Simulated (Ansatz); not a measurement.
Start from Nb in the bcc (W type) structure (space group Im-3m, No. 229; a = 3.248 Å; relaxed with 0.1 eV smearing). Axes: x, y, z lie along the cube axes.

Computed with Kohn–Sham DFT with the LDA functional, run in Ansatz (a first-principles code) with PAW and 420 eV plane waves, without spin-orbit coupling.

Now apply this change: the cell is stretched by 1.50 % along z with no lateral relaxation, atoms relaxed at fixed cell.

Task: Predict the stress tensor and what it implies for the stiffness.

Result: Stress of the strained cell less that of the base (GPa, compression positive):
```
   -2.1     0.0     0.0
    0.0    -2.1     0.0
    0.0     0.0    -4.0
```

Then −Δσ_ii/ε with ε = 0.0150 gives secant stiffness values (nonlinear terms included at this strain): C33 ≈ 266 GPa, C13 ≈ 140 GPa and C23 ≈ 140 GPa.

Stability against distortions was not tested. All final runs are without spin polarisation.
